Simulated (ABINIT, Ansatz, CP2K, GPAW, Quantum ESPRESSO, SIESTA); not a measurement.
# Pb (Fm-3m, 1 atom in the cell) computed with different codes at matched settings

Self-consistent single point.

```
CELL_PARAMETERS angstrom
      0.00000     2.47500     2.47500
      2.47500     0.00000     2.47500
      2.47500     2.47500     0.00000
ATOMIC_POSITIONS crystal
  Pb 0.00000 0.00000 0.00000
```

All programs got the same cell, k-point mesh and kind of occupations (in Ansatz's words: kpoints.mp_grid.grid = 9 9 9; scf.occupations.method = fermi_dirac; scf.occupations.width = 0.1 eV); potentials, basis and cutoffs are each program's usual ones.

| code | model | pressure (GPa) | k-points | cutoff |
|---|---|---|---|---|
| CP2K | PBE, GPW, TZVP-MOLOPT-SR-GTH basis, GTH-PBE potentials (GTH_POTENTIALS) | 2.26 | 365 | grid 400 Ry |
| Quantum ESPRESSO | PBE, PSlibrary ultrasoft (PBE) pseudopotentials | 1.08 | 35 | 55 Ry |
| SIESTA | GGA PBE, numerical atomic orbitals DZP, PseudoDojo PBE standard norm-conserving potentials (rewritten from UPF to PSML) | 3.65 | 365 | grid 400 Ry |
| Ansatz | PBE, default PAW files | 2.27 | 35 | default |
| ABINIT | PBE, norm-conserving pseudopotentials (PseudoDojo nc-sr-05 PBE standard) | 2.15 | 35 | 31 Ha |
| GPAW | PBE, GPAW PAW datasets PBE (gpaw-data 1.0.1) | 1.98 | 35 | 550 eV |

The spread over the programs that give each value: pressure within 2.57 GPa.

The starting cell has typed, rounded lattice constants, without a prior relaxation at this level. On Ansatz's run: Spin-orbit coupling is off.

Why do the programs differ, and what cannot be compared?

Differences of this kind can come from the potentials, where these differ, and from what each basis and cutoff leave unconverged. The valence holds different numbers of electrons (CP2K 4, Quantum ESPRESSO 14, SIESTA 14, Ansatz (a program for electronic structure) 14, ABINIT 14, GPAW 14). The zero of total energies and Fermi levels follows the potentials and each program's conventions, so they are not compared here. CP2K and SIESTA use small atom-centred bases, whose incompleteness enters pressures, forces and empty levels differently from a plane-wave cutoff. Ansatz's pressure is given at a fixed set of plane waves, as the other plane-wave codes print theirs. The programs reduce the same mesh by symmetry to different extents, which changes the work and not the result. In the pressure, SIESTA (by 1.58) lies more than 1 GPa from the median of the plane-wave programs.

Left out of this page: Elk and FLEUR (not drawn, or without a comparable value).

Keys are those of Ansatz 0.2.
